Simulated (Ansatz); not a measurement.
TiAl under a change: biaxial strain −2.50 %, plane normal [001], relaxed out of plane

The parent structure is TiAl (space group P4/mmm, No. 123; a = 2.796 Å, c = 4.038 Å; relaxed with 0.1 eV smearing). Axes: x, y, z lie along a, b, c of the conventional cell.

Now apply this change: biaxial strain −2.50 %, plane normal [001], relaxed out of plane (Cartesian); in-plane vectors clamped, the third vector and the atoms free.

Method: DFT with PBEsol, PAW potentials and a 420 eV plane-wave cutoff in Ansatz (a quantum-chemistry and plane-wave program), without spin-orbit coupling. Γ-centred 21×21×14 mesh, Fermi–Dirac width 0.1 eV.

| quantity | base | changed | shift |
|---|---|---|---|
| volume per atom | 15.79 Å³ | 15.39 Å³ | -0.395 Å³ |
| shortest interatomic distance | 2.796 Å | 2.726 Å | -0.070 Å |
| pressure (mean of the normal stresses, compression positive) | 0.0 GPa | 3.2 GPa | +3.2 GPa |
| band gap | zero | zero | – |
| out-of-plane strain | – | +2.56 % | – |
| ratio −ε⊥/ε∥ | – | 1.03 | – |
| mean in-plane stress (compression positive) | – | +4.8 GPa | – |

Final structure (turned so that z lies along the plane normal):

```
CELL_PARAMETERS angstrom
      2.72638     0.00000     0.00000
      0.00000     2.72638     0.00000
      0.00000     0.00000     4.14171
ATOMIC_POSITIONS crystal
  Ti 0.00000 0.00000 0.00000
  Al 0.50000 0.50000 0.50000
```

Stability against distortions was not tested. The final runs are not spin-polarised.
